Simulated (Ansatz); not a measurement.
Start from BeTe in the zinc blende structure (space group F-43m, No. 216; a = 5.554 Å). Axes: x, y, z lie along the cube axes.

Level of theory: DFT with LDA, PAW potentials and a 420 eV plane-wave cutoff in Ansatz (a first-principles code), without spin-orbit coupling.

For the base:

* **Pressure**: 0.01 GPa
* **Band gap**: 1.79 eV

Now apply this change: biaxial strain +2.50 %, plane normal [111], relaxed out of plane (Cartesian); in-plane vectors clamped, the third vector and the atoms free.

### Question
Predict the new pressure, band gap, energy relative to the base and hole mass.

### Answer
The pressure (mean of the normal stresses, compression positive) drops by 2.281 GPa (0.01 GPa → -2.28 GPa); the band gap falls by 0.10 eV to 1.69 eV; the energy rises by 12 meV/atom; the hole mass comes out as 0.13 mₑ out of plane, 0.64 mₑ in plane (at Γ).

With Te present, leaving out spin-orbit coupling can change the band edges. Effective masses come from finite differences of ±0.01 Å⁻¹. Stability against distortions was not tested.
